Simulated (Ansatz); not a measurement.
Checking a run of Ansatz (a quantum-chemistry and plane-wave program) on LaP (P1, 4 atoms in the cell). The aim is a self-consistent single point with DFT, PBE, plane waves, default PAW files.

Cell that was meant: a = 4.6413 Å, b = 4.6413 Å, c = 7.6014 Å, α = 90.00°, β = 90.00°, γ = 120.00°.

Part of the input:

Ansatz 0.2 input:
```yaml
    - [-2.320653, 4.019490, 0.000000]
    - [0.000000, 0.000000, 7.601389]
  atoms:
    - { symbol: La, position_ang: [0.660929, 0.340744, 0.010969] }
    - { symbol: La, position_ang: [0.330498, 0.654847, 0.493163] }
    - { symbol: P, position_ang: [0.679151, 0.325985, 0.624903] }
    - { symbol: P, position_ang: [0.329421, 0.678426, 0.121364] }
kpoints:
  mp_grid:
    grid: [6, 6, 3]
```

Log, with long lists cut:

```
WARN basis.ecutwfc = 420 eV, the default
WARN ansatz: RAYON_NUM_THREADS=1 ignored (pool sized by the plan → 1); use --threads N
   [... lines left out ...]
Symmetry: 1 space group operations
Space group: P1 (ITA 1), of the structure as read, at distance tolerance 5.2e-5 Å
k-points: 56 of 108 (time reversal used)
Initial density: superposition of atomic densities (neutral atoms: chi_scale 0, normalization atom), corrected by the library's trained network
Initial wavefunctions: pseudopotential atomic-orbital guess
Eigensolver: davidson
Functional: x = pbe(κ = 0.804, μ = 0.2195149727645171), c = pbe(β = 0.06672455060314922)
SCF iter   1: F=—  HF=-66796.229514 eV  |F-HF|=—  |Δ(HF+E_count)|=         —  Δρ=5.99e0  dr2=6.48e4  ethr=1.77e-3  ⟨swp⟩=93.0  Hψ=93875  notcnv=88  defer=1014
all-band conjugate gradients solve this SCF's bands
preconditioner: auto → LDOS
SCF iter   2: F=—  HF=-15419.433506 eV  |F-HF|=—  |Δ(HF+E_count)|=    5.14e4  Δρ=2.27e0  dr2=7.46e3  ethr=1.77e-3  ⟨swp⟩=18.4  Hψ=21906  notcnv=0  defer=101
   [... lines left out ...]
SCF iter  20: F=—  HF=-10114.772164 eV  |F-HF|=—  |Δ(HF+E_count)|=   9.13e-7  Δρ=1.56e-5  dr2=6.79e-7  ethr=1.27e-8  ⟨swp⟩=9.2  Hψ=6922  notcnv=0  defer=1
SCF iter  21: F=—  HF=-10114.772164 eV  |F-HF|=—  |Δ(HF+E_count)|=   6.22e-8  Δρ=1.63e-5  dr2=5.31e-7  ethr=2.12e-9  ⟨swp⟩=7.8  Hψ=5010  notcnv=0  defer=1
SCF iter  22: F=-10114.772164 eV  HF=-10114.772164 eV  |F-HF|=2.59e-8  |Δ(HF+E_count)|=   2.46e-9  Δρ=3.75e-6  dr2=2.62e-8  ethr=3.13e-10  ⟨swp⟩=43.3  Hψ=35380  notcnv=0
SCF 1 converged in 22 iterations: F = -10114.772164 eV  dr2 = 2.62e-8
Free energy (F): -10114.772164 eV
Internal energy: -10114.661243 eV  (E = F + TS)
E sigma→0 (E₀):  -10114.716703 eV
Entropy (-TS):   -0.110921 eV (-27.730 meV/atom)
Fermi energy:    3.680995 eV
--- Forces (eV/Å), atoms counted from 1 ---
  atom   1  La  3575.40846448 -3535.35157690 -4621.34012984
  atom   2  La -3499.97354211  3000.86972185  6966.76436526
  atom   3  P   2111.71116168 -2002.78691181  2550.10160897
  atom   4  P  -2187.14698633  2537.26911813 -4895.52595879
--- Stress (GPa, compression-positive) ---
     2169.665999   -2111.842671    -714.846619
    -2111.842604    2066.623682     562.159020
     -714.846527     562.158930    4953.122898
  P = ⅓ Tr σ = 3063.1375 GPa (30631.375 kbar)
  The stress holds the Pulay correction. Without it, at fixed plane waves, as pw.x and ABINIT print it: P = 2985.4491 GPa
```

**Question.** Is this run sound? If not, what is wrong?

**Answer.** The run is not sound. The fault is this: fractional positions typed under position_ang. The same three numbers mean different points as fractional and as Cartesian coordinates. To fix it, make label and numbers agree, by changing either. The run converged in 22 iterations without an error; against the sound input the free energy rises by 975 eV/atom, the pressure goes from 1.06 to 3063 GPa, the largest force goes from 0.721 to 8354 eV/Å and no clean gap remains on the mesh (levels overlap or are partly filled), against 1.44 eV before.

The sound input it was made from differs as follows (other fixes are possible):
```diff
-    - { symbol: La, position_ang: [0.660929, 0.340744, 0.010969] }
-    - { symbol: La, position_ang: [0.330498, 0.654847, 0.493163] }
-    - { symbol: P, position_ang: [0.679151, 0.325985, 0.624903] }
-    - { symbol: P, position_ang: [0.329421, 0.678426, 0.121364] }
+    - { symbol: La, position: [0.660931, 0.340743, 0.010967] }
+    - { symbol: La, position: [0.330498, 0.654847, 0.493164] }
+    - { symbol: P, position: [0.679150, 0.325983, 0.624905] }
+    - { symbol: P, position: [0.329420, 0.678427, 0.121364] }
```

With that input, the run converged in 7 iterations: free energy E − TS (on the zero of these files) -14016.1906 eV; gap on the k-point mesh 1.44 eV; pressure 1.06 GPa; largest force (vector length) 0.721 eV/Å (DFT, PBE, plane waves, default PAW files).

On the sound input: the starting cell was generated: these elements placed on a structure prototype, without a prior relaxation; it need not be a known phase or ordering of this composition. Its atoms were displaced at random from the sites of space group no. 186. Ansatz's pressure includes its estimate of the finite-basis (Pulay) stress.
